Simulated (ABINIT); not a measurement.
# ABINIT run on Rb₂CuMoBr₆ (Fm-3m, 10 atoms in the cell): self-consistent single point

Method: PBEsol, PAW (JTH v2.0 PBE PAW, files made for PBE) (plane waves; ABINIT 10.0.3).

The input file:

```
# Rb2CuMoBr6, JTH v2.0 PBE PAW
pp_dirpath "./"
pseudos "Rb.GGA_PBE-JTH.xml, Cu.GGA_PBE-JTH.xml, Mo.GGA_PBE-JTH.xml, Br.GGA_PBE-JTH.xml"
acell 13.9272121147 13.9272121147 13.9272121147
rprim
        -0.0000000000    0.7071067812    0.7071067812
         0.7071067812    0.0000000000    0.7071067812
         0.7071067812    0.7071067812    0.0000000000
natom 10
ntypat 4
znucl 37 29 42 35
typat 1 1 2 3 4 4 4 4 4 4
xcart
         7.8170265000    7.8170265000    7.8170265000
         2.6056755000    2.6056755000    2.6056755000
         5.2113510000    5.2113510000    5.2113510000
         0.0000000000    0.0000000000    0.0000000000
         2.5801398801    5.2113510000    5.2113510000
         7.8425621199    5.2113510000    5.2113510000
         5.2113510000    2.5801398801    5.2113510000
         5.2113510000    7.8425621199    5.2113510000
         5.2113510000    5.2113510000    2.5801398801
         5.2113510000    5.2113510000    7.8425621199
      Angstrom
ecut 30
pawecutdg 60
pawxcdev 0
ixc -116133
nsppol 2
spinat
      0 0 0
      0 0 0
      0 0 0
      0 0 2
      0 0 0
      0 0 0
      0 0 0
      0 0 0
      0 0 0
      0 0 0
occopt 3
tsmear 0.02 eV
nband 60
kptopt 1
ngkpt 3 3 3
nshiftk 1
shiftk 0 0 0
nstep 80
tolvrs 1.0e-10
prtwf 0
prtden 0
enunit 1
```

Log, with long lists cut:

```
 Symmetries : space group Fm -3 m (#225); Bravais cF (face-center cubic)

 -outvars: echo values of preprocessed input variables --------
            acell      1.3927212115E+01  1.3927212115E+01  1.3927212115E+01 Bohr
             ecut      3.00000000E+01 Hartree
           enunit           1
              ixc     -116133
         kptrlatt        3    0    0      0    3    0      0    0    3
          kptrlen      4.17816363E+01
            natom          10
            nband          60
            ngfft          72      72      72
          ngfftdg         100     100     100
             nkpt           4
           nspden           2
           nsppol           2
            nstep          80
             nsym          48
           ntypat           4
           occopt           3
        pawecutdg      6.00000000E+01 Hartree
         pawxcdev           0
            rprim     -0.0000000000E+00  7.0710678120E-01  7.0710678120E-01
                       7.0710678120E-01  0.0000000000E+00  7.0710678120E-01
                       7.0710678120E-01  7.0710678120E-01  0.0000000000E+00
          spgroup         225
           spinat      0.0000000000E+00  0.0000000000E+00  0.0000000000E+00
                       0.0000000000E+00  0.0000000000E+00  0.0000000000E+00
                       0.0000000000E+00  0.0000000000E+00  0.0000000000E+00
                       0.0000000000E+00  0.0000000000E+00  2.0000000000E+00
                       0.0000000000E+00  0.0000000000E+00  0.0000000000E+00
                       0.0000000000E+00  0.0000000000E+00  0.0000000000E+00
                       0.0000000000E+00  0.0000000000E+00  0.0000000000E+00
                       0.0000000000E+00  0.0000000000E+00  0.0000000000E+00
                       0.0000000000E+00  0.0000000000E+00  0.0000000000E+00
                       0.0000000000E+00  0.0000000000E+00  0.0000000000E+00
           tolvrs      1.00000000E-10
   [... lines left out ...]
                       2.4754999890E-01  2.4754999890E-01  7.5245000110E-01
                       7.5245000110E-01  7.5245000110E-01  2.4754999890E-01
            znucl       37.00000   29.00000   42.00000   35.00000

== DATASET  1 ==================================================================

 Real(R)+Recip(G) space primitive vectors, cartesian coordinates (Bohr,Bohr^-1):
 R(1)=  0.0000000  9.8480261  9.8480261  G(1)= -0.0507716  0.0507716  0.0507716
 R(2)=  9.8480261  0.0000000  9.8480261  G(2)=  0.0507716 -0.0507716  0.0507716
 R(3)=  9.8480261  9.8480261  0.0000000  G(3)=  0.0507716  0.0507716 -0.0507716
 Unit cell volume ucvol=  1.9101944E+03 bohr^3
 Angles (23,13,12)=  6.00000000E+01  6.00000000E+01  6.00000000E+01 degrees

 Coarse grid specifications (used for wave-functions):

 getcut: wavevector=  0.0000  0.0000  0.0000  ngfft=  72  72  72
         ecut(hartree)=     30.000   => boxcut(ratio)=   2.09673

 Fine grid specifications (used for densities):

 getcut: wavevector=  0.0000  0.0000  0.0000  ngfft= 100 100 100
         ecut(hartree)=     60.000   => boxcut(ratio)=   2.05918

   3.19990839E+04                                ecore*ucvol(ha*bohr**3)

_setup2: Arith. and geom. avg. npw (full set) are   15002.259   15002.246
--- !BeginCycle
solver: {iscf: 17, nstep: 80, nline: 4, wfoptalg: 10, }
tolerances: {tolvrs: 1.00E-10, }
...

     iter   Etot(hartree)     deltaE(h) residm    nres2    magn
 ETOT  1  -394.65594305636    -3.95E+02 6.89E+00 1.37E+02 1.663
 ETOT  2  -397.95554259576    -3.30E+00 2.54E-02 4.11E+02 1.001
 ETOT  3  -397.35254674434     6.03E-01 4.75E-02 4.09E+01 3.000
 ETOT  4  -397.34714600221     5.40E-03 6.46E-03 1.46E+01 3.000
 ETOT  5  -397.34798343456    -8.37E-04 2.64E-03 7.45E+00 3.000
 ETOT  6  -397.34033684398     7.65E-03 3.91E-03 6.30E-01 3.000
   [... 15 lines left out ...]
 ETOT 22  -397.34232921058    -9.38E-11 4.95E-05 3.03E-09 3.000
 ETOT 23  -397.34232921058    -4.77E-12 3.99E-05 2.78E-09 3.000
 ETOT 24  -397.34232921060    -1.99E-11 4.03E-05 6.66E-10 3.000
 ETOT 25  -397.34232921061    -8.53E-12 4.08E-05 1.24E-10 3.000
 ETOT 26  -397.34232921061     1.71E-13 4.10E-05 1.15E-11 3.000
 At SCF step   26       nres2   =  1.15E-11 < tolvrs=  1.00E-10 =>converged.

 Cartesian components of stress tensor (hartree/bohr^3)
  sigma(1 1)=  1.98921729E-06  sigma(3 2)=  0.00000000E+00
  sigma(2 2)=  1.98921729E-06  sigma(3 1)=  0.00000000E+00
  sigma(3 3)=  1.98921729E-06  sigma(2 1)=  0.00000000E+00

 Integrated electronic and magnetization densities in atomic spheres:
 Radius=ratsph(iatom), smearing ratsm=  0.0000. Diff(up-dn)=approximate z local magnetic moment.
 Atom    Radius    up_density   dn_density  Total(up+dn)  Diff(up-dn)
    1   2.31325     3.440655     3.438860      6.879515     0.001795
    2   2.31325     3.440655     3.438860      6.879515     0.001795
    3   2.00090     8.641280     8.659681     17.300961    -0.018401
    4   2.20740     6.630624     4.565616     11.196240     2.065007
    5   2.20919     2.492971     2.467372      4.960342     0.025599
    6   2.20919     2.492971     2.467372      4.960342     0.025599
    7   2.20919     2.492971     2.467372      4.960342     0.025599
    8   2.20919     2.492971     2.467372      4.960342     0.025599
    9   2.20919     2.492971     2.467372      4.960342     0.025599
   10   2.20919     2.492971     2.467372      4.960342     0.025599
  Sum:             37.111038    34.907249     72.018286     2.203789
 Total magnetization (from the atomic spheres):             2.203789
 Total magnetization (exact up - dn):                       3.000005

 ----iterations are completed or convergence reached----

 reduced coordinates (array xred) for   10 atoms
       0.750000000000      0.750000000000      0.750000000000
       0.250000000000      0.250000000000      0.250000000000
       0.500000000000      0.500000000000      0.500000000000
       0.000000000000      0.000000000000      0.000000000000
       0.752450001098      0.247549998902      0.247549998902
       0.247549998902      0.752450001098      0.752450001098
       0.247549998902      0.752450001098      0.247549998902
       0.752450001098      0.247549998902      0.752450001098
       0.247549998902      0.247549998902      0.752450001098
   [... lines left out ...]
 Fermi (or HOMO) energy (eV) =   1.21962   Average Vxc (eV)=  -9.07768
   [... lines left out ...]
  -9.61325   -9.61325   -9.61325   -9.56282   -9.56282   -9.56282   -5.41135   -3.50631
  -3.50631   -3.50631   -3.31049   -3.31049   -3.21529   -3.21529   -3.21529   -1.43790
  -1.43790   -1.43790   -0.98930   -0.98930   -0.98930   -0.59394   -0.59394   -0.59394
  -0.53180   -0.53180   -0.53180   -0.22628   -0.22628    2.15799    2.15799    2.15799
   2.87335    4.02975    4.46070    4.46070    5.13229    5.32124    5.32124    5.60032
   5.60032    5.60032    7.05514    7.05514
 prteigrs : prtvol=0 or 1, do not print more k-points.

--- !EnergyTerms
comment             : Components of total free energy in Hartree
kinetic             :  6.69252993696621E+01
hartree             :  1.30239154715182E+02
xc                  : -5.59381207008544E+01
Ewald energy        : -2.16199559994343E+02
psp_core            :  1.67517418889729E+01
local_psp           : -3.23590966858597E+02
spherical_terms     : -1.55298774960831E+01
internal            : -3.97342329076060E+02
'-kT*entropy'       : -1.35303564239281E-10
total_energy        : -3.97342329076196E+02
total_energy_eV     : -1.08122346403188E+04
...

-Cartesian components of stress tensor (GPa)         [Pressure= -5.8525E-02 GPa]
- sigma(1 1)=  5.85247835E-02  sigma(3 2)=  0.00000000E+00
- sigma(2 2)=  5.85247835E-02  sigma(3 1)=  0.00000000E+00
- sigma(3 3)=  5.85247835E-02  sigma(2 1)=  0.00000000E+00

 Calculation completed.
```

The run converged in 26 iterations.

The starting cell comes from a database of computed structures (which also holds hypothetical and non-ambient phases and stackings), without a prior relaxation at this level. Its lattice was rescaled by a random factor within 2.5 % of one. With one magnetic atom in the cell only a parallel order is possible. The potentials were made for another functional than the one used.

Cost on one core of a shared machine: roughly 20 min.
